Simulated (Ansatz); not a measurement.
The cell is built on a prototype and need not be the phase stable at ambient conditions.

Data:

```yaml
crystal:
  lattice:
    - [6.49647, 0.00000, 0.00000]
    - [0.00000, 5.44899, 0.00000]
    - [0.00000, 0.00000, 5.26812]
  atoms:
    - { symbol: Te, position: [0.75000, 0.08415, 0.28533] }
    - { symbol: Te, position: [0.25000, 0.91585, 0.78533] }
    - { symbol: Te, position: [0.25000, 0.58415, 0.28533] }
    - { symbol: Te, position: [0.75000, 0.41585, 0.78533] }
    - { symbol: O, position: [0.92204, 0.32948, 0.11389] }
    - { symbol: O, position: [0.07796, 0.67052, 0.61389] }
    - { symbol: O, position: [0.07796, 0.82948, 0.11389] }
    - { symbol: O, position: [0.92204, 0.17052, 0.61389] }
    - { symbol: O, position: [0.57796, 0.17051, 0.95678] }
    - { symbol: O, position: [0.42204, 0.82949, 0.45678] }
    - { symbol: O, position: [0.42204, 0.67051, 0.95678] }
    - { symbol: O, position: [0.57796, 0.32949, 0.45678] }
```

Space group of this cell: Pbcn. The cell was relaxed by PBE-D3(BJ); by r2SCAN its mean pressure is -2.8 GPa.

Transport runs along the normal of the first two printed cell vectors.

No gap correction and no spin-orbit coupling; mid-gap values are interpolated between computed energies.

**Question.** Predict the band gap and the smallest decay constant κ at mid-gap from r2SCAN in Ansatz (a program for electronic structure).

**Answer.** Gap 2.72 eV on a 6×6×6 mesh; κ = 0.317 1/Å, at the zone centre.
